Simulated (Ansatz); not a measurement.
An Ansatz (a program for electronic structure) run: Ta with a change (biaxial strain +3.00 %, plane normal [001], relaxed out of plane); DFT with LDA, PAW potentials and a 420 eV plane-wave cutoff in Ansatz, no SOC.

Input:

Ansatz 0.2 input:
```yaml
crystal:
  lattice:
    - [3.3516815759, 0, 0]
    - [0, 3.3516815759, 0]
    - [1.6758407879, -1.6758407879, 1.6026244428]
  atoms:
    - { symbol: Ta, position: [0, 0, 0] }
basis: { ecutwfc: 420, ecutrho_ratio: 4, xc_grid: 2, fft_grid_basis: typed }
kpoints: { mp_grid: { grid: [28, 28, 28] } }
hamiltonian:
  xc: lda
  dispersion: none
  pseudopotentials: { kind: paw }
scf: { occupations: { method: fermi_dirac, width: 0.1 } }
relax: { f_tol: 0.005, max_steps: 50, cell: { stress_tol: 0.01, fix: [a, b, gamma] } }
output: { forces: true, stress: true }
checkpoint: { write: state.ck, write_every: 1000 }
```

Output (explanatory and most iteration lines left out):

```
Relaxation: its limit of steps is 50 (relax.max_steps)
Pseudopotential: Ta, paw, valence charge 13
Crystal: 1 atoms, lattice volume = 18.004 Å³
Basis set: ecut = 420 eV, 353 PW (Γ), exchange–correlation on 48×48×40 points (8 copies of the dense FFT grid, shifted against one another)
Bands: 11, of which v1, the nominal top of the filled ones, is band 7 counted from 1 (6 counted from 0)
Symmetry: 16 space group operations
Space group: I4/mmm (ITA 139), of the structure as read, at distance tolerance 2.6e-5 Å
k-points: 1639 of 21952
Functional: x = slater, c = lda
SCF iter   1: F=—  HF=-9682.602880 eV  |F-HF|=—  |Δ(HF+E_count)|=         —  Δρ=4.97e-3  dr2=3.31e-3  ethr=1.77e-3  ⟨swp⟩=5.1  Hψ=100758  notcnv=0
SCF iter   2: F=—  HF=-9682.601745 eV  |F-HF|=—  |Δ(HF+E_count)|=   1.14e-3  Δρ=2.02e-3  dr2=3.22e-4  ethr=2.55e-5  ⟨swp⟩=1.5  Hψ=32631  notcnv=0
SCF 1 converged in 6 iterations: F = -9682.601736 eV  dr2 = 1.61e-10
relax step   1: F+E_penalty+E_count = -9682.60173599 eV  Δ(F+E_penalty+E_count) = +0.000e0 eV  max|allowed force component| = 0.000e0 eV/Å  Δτ_max = 0.0000 Å  P = -8.618 GPa  Ω = 18.004 Å³  fix = [a, b, gamma]  reactions: a -10.102, b -10.102 GPa  (6 SCF iters, dr2 threshold 1.00e-7 eV, accepted)
[... steps on the carried basis left out ...]
relax step   4: F+E_penalty+E_count = -9682.60865498 eV  Δ(F+E_penalty+E_count) = -2.812e-5 eV  max|allowed force component| = 0.000e0 eV/Å  Δτ_max = 0.0000 Å  P = -4.294 GPa  Ω = 17.619 Å³  energy of the carried Pulay correction = +9.873e-5 eV  fix = [a, b, gamma]  reactions: a -6.445, b -6.445 GPa  (3 SCF iters, dr2 threshold 1.00e-7 eV, accepted)
Crystal: 1 atoms, lattice volume = 17.619 Å³
SCF iter   1: F=—  HF=-9682.608572 eV  |F-HF|=—  |Δ(HF+E_count)|=         —  Δρ=2.92e-5  dr2=1.68e-8  ethr=4.92e-8  ⟨swp⟩=3.1  Hψ=151162  notcnv=0
SCF iter   2: F=—  HF=-9682.608572 eV  |F-HF|=—  |Δ(HF+E_count)|=   6.64e-9  Δρ=1.43e-5  dr2=3.32e-9  ethr=1.29e-10  ⟨swp⟩=2.1  Hψ=23378  notcnv=0
SCF 5 converged in 5 iterations: F = -9682.608572 eV  dr2 = 1.36e-14
SCF converged after 5 iterations
Free energy (F): -9682.608572 eV
Internal energy: -9682.565082 eV  (E = F + TS)
E sigma→0 (E₀):  -9682.586827 eV
Entropy (-TS):   -0.043490 eV (-43.490 meV/atom)
Fermi energy:    18.790206 eV
--- Forces (eV/Å), atoms counted from 1 ---
  atom   1  Ta    -0.00000000     0.00000000    -0.00000000
--- Stress (GPa, compression-positive) ---
       -6.448325       0.000000      -0.000000
        0.000000      -6.448325       0.000000
       -0.000000       0.000000      -0.004677
  P = ⅓ Tr σ = -4.3004 GPa (-43.004 kbar)
--- Relaxed structure (4 steps of the walk, 3 accepted, 1 SCFs on fresh bases) ---
  cell:  # Å, volume = 17.6194 Å³
    - [3.3516815759, 4.0782576477974614e-22, 5.228429448970097e-11]
    - [4.07825774954048e-22, 3.3516815759, -5.228429514192403e-11]
    - [1.6758407879255333, -1.6758407879255333, 1.5684295997695554]
  atoms:
    - { symbol: Ta, position: [0.0, 0.0, 0.0] }
```

Whether these cells are dynamically stable was not tested. The final runs are not spin-polarised. The cell was made from Ta in the bcc (W type) structure (space group Im-3m, No. 229) by this change: biaxial strain +3.00 %, plane normal [001], relaxed out of plane.
